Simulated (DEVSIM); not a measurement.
Device: Schottky contact on n-type Si, at 350 K.

```csv
layer (left to right),material,thickness (μm),Nd (cm⁻³),τn (s),τp (s)
1,Si,5.90,2.6e16,1.3e-7,1.3e-7
```

Left contact: Schottky, work function 4.76 eV, emission velocity 2.3e6 cm/s. Right contact: ohmic. Voltage is applied to the left contact. Recombination: SRH at mid-gap, radiative. Gap narrowing is on: ΔEg = 6.92 meV × (l + √(l² + 0.5)), l = ln(N/1.3e17 cm⁻³), shared equally by both band edges. Mobility is μmin + (μ − μmin)/(1 + (N/Nref)^α).

Constants are typed, rounded textbook-type inputs, not results; the design itself was drawn at random and stands for no fabricated device. Values at 300 K; Nc and Nv go as T^1.5, mobilities as T to minus their exponent, the gap by Varshni's rule with the affinity fixed.

```tsv
parameter	Si
gap (eV)	1.124
affinity (eV)	4.05
permittivity	11.7
Nc (cm⁻³)	2.86e19
Nv (cm⁻³)	3.1e19
μn (cm²/Vs)	1417
μp (cm²/Vs)	470
μn,min	52
μp,min	45
Nref,n	9.7e16
Nref,p	2.2e17
αn	0.68
αp	0.72
T exponent of μn	2.3
T exponent of μp	2.2
B (cm³/s)	4.7e-15
Varshni α (eV/K)	0.000473
Varshni β (K)	636
```

Simulated with DEVSIM: 1D drift-diffusion, Boltzmann statistics, complete ionisation; no tunnelling, impact ionisation, image-force lowering or self-heating. Metal contacts follow the ideal Schottky-Mott rule: no Fermi-level pinning, no interface dipoles.

The temperature was swept, all else fixed.

```tsv
temperature (K)	dark forward voltage at 100 A/cm² (V)	largest field in the device at zero bias (V/cm)	potential step across the device at zero bias (V)
250	0.480	66000	0.565
300	0.429	63000	0.528
350	0.379	61000	0.491
400	0.330	58000	0.453
450	0.281	55000	0.414
500	0.232	54000	0.375
```

From the first row to the last the dark forward voltage at 100 A/cm² goes from 0.480 to 0.232. From the first row to the last the largest field in the device at zero bias goes from 66000 to 54000.
